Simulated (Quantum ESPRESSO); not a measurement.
A self-consistent single point of CuPt (P1, 2 atoms in the cell) with Quantum ESPRESSO.

Computed with LDA (PZ), GBRV 1.5 ultrasoft (LDA) pseudopotentials (plane waves; Quantum ESPRESSO 7.5).

The change in words: lattice scaled by 0.98. Reference geometry:
```
CELL_PARAMETERS angstrom
      1.36230     0.78652     4.24445
     -1.36230     0.78652     4.24445
      0.00000    -1.57304     4.24445
ATOMIC_POSITIONS crystal
  Cu 0.00558 0.99882 0.00287
  Pt 0.49442 0.50118 0.49713
```

Reference input (self-consistent single point, DFT, LDA (PZ), plane waves, GBRV 1.5 ultrasoft (LDA) pseudopotentials): ecutwfc = 50 Ry; ecutrho = 400 Ry; occupations = smearing; smearing = gauss; degauss = 0.0099958 Ry; potentials = {Cu: cu_lda_v1.2.uspp.F.UPF, Pt: pt_lda_v1.4.uspp.F.UPF}; K_POINTS = automatic 9 9 9 0 0 0; conv_thr = 1e-10 Ry; mixing_beta = 0.5. This run's input differs from it in these lines:

```diff
@@ -32,5 +32,5 @@
 CELL_PARAMETERS {bohr}
-   2.5743644510     1.4863092813     8.0208537189
-  -2.5743644510     1.4863092813     8.0208537189
-   0.0000000000    -2.9726204523     8.0208537189
+   2.5228769730     1.4565838893     7.8604367578
+  -2.5228769730     1.4565838893     7.8604367578
+   0.0000000000    -2.9131677787     7.8604367578
```

The program printed (abridged):

```
     Self-consistent Calculation

     iteration #  1     ecut=    50.00 Ry     beta= 0.50

---- Real-time Memory Report at c_bands before calling an iterative solver
           188 MiB given to the printing process from OS
           155 MiB allocation reported by mallinfo(arena+hblkhd)
------------------

     negative rho (up, down):  1.691E-01 0.000E+00

     total energy              =    -613.10113439 Ry
     estimated scf accuracy    <       3.43211961 Ry

     iteration #  2     ecut=    50.00 Ry     beta= 0.50

---- Real-time Memory Report at c_bands before calling an iterative solver
   [... lines left out ...]
           261 MiB given to the printing process from OS
           167 MiB allocation reported by mallinfo(arena+hblkhd)
------------------

     negative rho (up, down):  1.702E-01 0.000E+00

     total energy              =    -614.37713386 Ry
     estimated scf accuracy    <          1.3E-09 Ry

     iteration # 13     ecut=    50.00 Ry     beta= 0.50

---- Real-time Memory Report at c_bands before calling an iterative solver
           261 MiB given to the printing process from OS
           167 MiB allocation reported by mallinfo(arena+hblkhd)
------------------

     negative rho (up, down):  1.702E-01 0.000E+00
     End of self-consistent calculation

     the Fermi energy is    20.5745 ev

!    total energy              =    -614.37713386 Ry
     estimated scf accuracy    <          8.4E-12 Ry
     smearing contrib. (-TS)   =      -0.00019313 Ry
     internal energy E=F+TS    =    -614.37694073 Ry

     convergence has been achieved in  13 iterations

     negative rho (up, down):  1.702E-01 0.000E+00

     Forces acting on atoms (cartesian axes, Ry/au):

     atom    1 type  1   force =    -0.00201372    0.00024185   -0.03048971
     atom    2 type  2   force =     0.00201372   -0.00024185    0.03048971

     Total force =     0.043214     Total SCF correction =     0.000004

     negative rho (up, down):  1.702E-01 0.000E+00
          total   stress  (Ry/bohr**3)                   (kbar)     P=       40.36
   0.00019111  -0.00000592   0.00000921           28.11       -0.87        1.35
  -0.00000592   0.00018989  -0.00000195           -0.87       27.93       -0.29
   0.00000921  -0.00000195   0.00044216            1.35       -0.29       65.04

   JOB DONE.
```

The run converged in 13 iterations. Against the reference run the free energy drops by 13.8 meV/atom, the pressure goes from -10.16 to 4.04 GPa and the largest force goes from 0.590 to 0.786 eV/Å.

The starting cell comes from a database of computed structures (which also holds hypothetical and non-ambient phases and stackings), without a prior relaxation at this level. Its atoms were displaced at random from the sites of space group no. 166. For this run, on top of that: lattice scaled by 0.98. Spin polarisation is off. With a pressure of about 4 GPa the cell is away from its equilibrium volume at this level.

Cost on one core of a shared machine: roughly 10 min.
